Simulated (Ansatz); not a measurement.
Start from Pd in the fcc (Cu type) structure (space group Fm-3m, No. 225; a = 3.876 Å).

Method: PBEsol/PAW in Ansatz (a first-principles code), scalar-relativistic without spin-orbit coupling.

For the base:

- Density = 12.14 g/cm³
- Shortest interatomic distance = 5.179 bohr
- Band gap = zero

The change: cell and atoms relaxed at a pressure of 0.9 GPa.

### Question
What does the calculation give for the density, shortest interatomic distance and band gap after the change?

### Answer
The density goes up by 0.05 g/cm³ (12.14 g/cm³ → 12.19 g/cm³); the shortest interatomic distance falls by 0.0075 bohr (5.179 bohr → 5.171 bohr); the band gap is still zero.

Load acts through the strain it causes; cell and atoms are relaxed under it. Whether these cells are dynamically stable was not tested. All final runs are without spin polarisation.
